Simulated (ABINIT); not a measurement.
Band structure of SrTiO₃ (Pm-3m, 5 atoms in the cell).

```xyz
5
Lattice="3.9890 0.0000 0.0000 0.0000 3.9890 0.0000 0.0000 0.0000 3.9890" Properties=species:S:1:pos:R:3 pbc="T T T"
Sr     0.0000     0.0000     0.0000
Ti     1.9945     1.9945     1.9945
O      1.9945     0.0000     1.9945
O      0.0000     1.9945     1.9945
O      1.9945     1.9945     0.0000
```

Method of the run: PBE, PAW (JTH v2.0 PBE PAW) (plane waves; ABINIT).

Settings: pseudos = [Sr.GGA_PBE-JTH.xml, Ti.GGA_PBE-JTH.xml, O.GGA_PBE-JTH.xml]; ecut = 30 Ha; pawecutdg = 60 Ha; pawxcdev = 0; occopt = 3; tsmear = 0.00073499 Ha; ngkpt = 6 6 6; nshiftk = 1; shiftk = 0 0 0; potentials = JTH v2.0 PBE PAW; kptopt = 1; nstep = 60; tolvrs1 = 1e-11.

The starting cell has typed, rounded lattice constants, without a prior relaxation at this level. Its lattice was rescaled by a random factor within 2.5 % of one.

Question: Predict the gap along the standard path and the places of the band edges.

Answer: The gap along the path is 1.76 eV, from R to Γ; the smallest direct gap on it is 2.13 eV.

Levels in eV from the top of the valence band on the SCF mesh, bands 17 to 24:
```csv
point,17,18,19,20,21,22,23,24
Γ,-1.07,-0.38,-0.38,-0.38,1.76,1.76,1.76,3.90
X,-2.19,-1.79,-0.72,-0.72,1.89,3.48,3.48,3.90
M,-1.74,-1.49,-1.49,-0.08,3.49,3.49,3.92,4.78
R,-3.54,0.00,0.00,0.00,4.10,4.10,4.10,6.72
```
